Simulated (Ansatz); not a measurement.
Take Rh in the fcc (Cu type) structure (space group Fm-3m, No. 225; a = 3.800 Å) as the base. Axes: x, y, z lie along the cube axes.

Calculations: Kohn–Sham DFT with the r2SCAN functional, run in Ansatz (a program for electronic structure) with PAW and 500 eV plane waves, no spin-orbit coupling.

Strains are applied to the cell and any free atomic positions relax; under biaxial strain the out-of-plane vector relaxes too; under stress the whole cell relaxes.

One change was made to it. Results:

The energy rises by 8.3 meV/atom; the shortest interatomic distance shrinks by 0.0405 bohr to 5.037 bohr.

### Question
What was done to the base?
A) uniaxial stress, 8 GPa compression along z
B) uniaxial stress, 0.5 GPa compression along z
C) biaxial strain +1.14 %, plane normal [001], relaxed out of plane
D) uniaxial strain ε_zz = −2.57 %
E) biaxial strain −2.52 %, plane normal [001], relaxed out of plane

### Answer
A, uniaxial stress, 8 GPa compression along z. For comparison, the energy relative to the base in the other runs: biaxial strain +1.14 %, plane normal [001], relaxed out of plane gives +5.1 meV/atom; uniaxial stress, 0.5 GPa compression along z gives 0.0 meV/atom; biaxial strain −2.52 %, plane normal [001], relaxed out of plane gives +28 meV/atom; uniaxial strain ε_zz = −2.57 % gives +13 meV/atom.

Without a gap, meshes like the base's 21×21×21 leave anisotropic stresses uncertain by several tenths of a GPa, and small strain energies with them. Beyond what the load breaks, stability against distortions was not tested. All final runs are without spin polarisation.
